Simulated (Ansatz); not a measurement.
The reference is WC (space group P-6m2, No. 187; a = 2.922 Å, c = 2.846 Å; relaxed with 0.1 eV smearing). Axes: x lies along a and z along c of the hexagonal cell.

All numbers come from PBE (Ansatz, an electronic-structure program, PAW, no spin-orbit coupling).

Base values:

The shortest interatomic distance is 2.207 Å and the band gap comes out as zero.

Modification: biaxial strain +1.50 %, plane normal [001], relaxed out of plane (Cartesian); in-plane vectors clamped, the third vector and the atoms free.

Question: What happens to the out-of-plane strain?

Answer: The out-of-plane strain comes out as -0.52 %.

Question: How does this affect the shortest interatomic distance?

Answer: The shortest interatomic distance goes up by 0.015 Å, from 2.207 Å to 2.222 Å.

Question: What happens to the in-plane stress?

Answer: The mean in-plane stress (compression positive) comes out as -12.1 GPa.

Question: Predict the new band gap.

Answer: The band gap remains zero.

Stability against distortions was not tested. The final runs are not spin-polarised.
